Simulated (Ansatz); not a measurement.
CdCu2GeSe4: energy against strain

CdCu2GeSe4 (I-42m, 22.624 Å³/atom and stress up to 0.01 GPa in the relaxed cell, c along z) under a strain ε along a (axis x), the other axes held. PBEsol in Ansatz, a plane-wave DFT program (PAW, default set), 420 eV, 8×8×8 Γ-centred mesh, Fermi-Dirac smearing 0.05 eV; ions are relaxed, or left where forces stay under 0.02 eV/Å, within the symmetry of each cell.

Here s stands for strain and y for E less E0.

```
strain (%)  E less E0 (meV/atom)
----------  --------------------
-1.50                       1.42
-0.75                       0.35
0.00                        0.00
0.75                        0.34
1.50                        1.37
3.00                           ?
```

Taking a parabola for y over the 5 complete rows: Least squares gives y = -0.003 - 0.0147·s + 0.6210·s². Residuals (row less fit): 0.004, -0.007, 0.003, 0.005, -0.002; standard error 0.007 (degrees of freedom: 2). Twice the quadratic coefficient over the volume, 2 × 0.6210 meV × 10⁴ × 0.1602 / 22.624 Å³, is the elastic constant C11 = 88.0 ± 0.5 GPa (± standard error of the fit, which holds the terms cut off).

Task: Predict the withheld y at s = 3.00 from the fit, and compare with the calculation.

Result: y = -0.003 - 0.0147 × 3.00 + 0.6210 × 3.00² = 5.542 meV/atom. The calculation gives 5.42 meV/atom, 0.122 meV/atom below the prediction (2.3 % of the range of y in the table). The row lies outside the fitted rows, so this is an extrapolation. From the scatter of the fitted rows alone, a prediction at this place has a standard error of 0.029 meV/atom, so the miss is 4.2 times that.

A polynomial of degree 3 through the 8 other runs of the series gives 5.42 there, so most of the miss is curvature that the fit leaves out. This level leaves no gap over 0.05 eV at strain -1.50, -0.75, 0.00, 0.75, 1.50, 3.00 %. The start is a measured cell from the literature; how it stands against other phases or cation orders wasn't checked. Rows are the converged runs of the series near zero and its far end; series whose fitted rows scatter by over a few per cent of the range, as at a crossing or softening among them, aren't shown in this form, nor equations of state whose B0' disagrees with the runs' pressures. Most that stay on the fit to the last digits aren't either.
